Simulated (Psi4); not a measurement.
Psi4 1.11, B3LYP/def2-svp, scf_type pk: Zn(Cl)2 ([Cl][Zn][Cl]), 3 atoms. The geometry is a generated start, not checked to be a minimum at this level.

- task = energy
- method = b3lyp
- basis = def2-svp
- memory = 7 GB
- e_convergence = 1e-08
- d_convergence = 1e-07
- guess = auto, which took SAD (default)
- diis_max_vecs = 10 (default)
- scf_initial_accelerator = adiis (default)
- dft_radial_points = 75 (default)
- dft_spherical_points = 302 (default)
- basis functions = 67
- grid points = 64606

```xyz
3

Zn     0.0807    -0.0635     0.0726
Cl     1.4880     0.4047    -1.4771
Cl    -1.5687    -0.3412     1.4045
```
Charge 0, spin multiplicity 1.

The reference run uses exact four-centre integrals (scf_type = pk). Each setting ran once; only counts and results are compared.

Settings tried, all else as in the reference:
- scf_type = direct, screening = density, ints_tolerance = 1e-05
- scf_type = direct, screening = density, ints_tolerance = 1e-07
- scf_type = direct, screening = csam (default), ints_tolerance = 1e-07
- scf_type = direct, screening = csam (default), ints_tolerance = 1e-09
- scf_type = direct, screening = density, ints_tolerance = 1e-09
- scf_type = direct, screening = csam (default), ints_tolerance = 1e-05

**Question.** Which of these stay within 1.0 meV/atom in energy of the reference run?

**Answer.** Within it: scf_type = direct, screening = density, ints_tolerance = 1e-09; scf_type = direct, screening = csam (default), ints_tolerance = 1e-09; scf_type = direct, screening = csam (default), ints_tolerance = 1e-07; scf_type = direct, screening = density, ints_tolerance = 1e-07; scf_type = direct, screening = density, ints_tolerance = 1e-05. Outside: scf_type = direct, screening = csam (default), ints_tolerance = 1e-05.

```
setting                                                                energy against the reference
---------------------------------------------------------------------  ----------------------------
scf_type = direct, screening = density, ints_tolerance = 1e-09                 under 0.001 meV/atom
scf_type = direct, screening = csam (default), ints_tolerance = 1e-09          under 0.001 meV/atom
scf_type = direct, screening = csam (default), ints_tolerance = 1e-07              +0.0021 meV/atom
scf_type = direct, screening = density, ints_tolerance = 1e-07                     −0.0028 meV/atom
scf_type = direct, screening = density, ints_tolerance = 1e-05                       −0.13 meV/atom
scf_type = direct, screening = csam (default), ints_tolerance = 1e-05                 −1.8 meV/atom
```

Total energies are compared; such shifts often cancel in part in energy differences. No test of the SCF solution's stability was run. The tolerance is a choice made for this comparison.
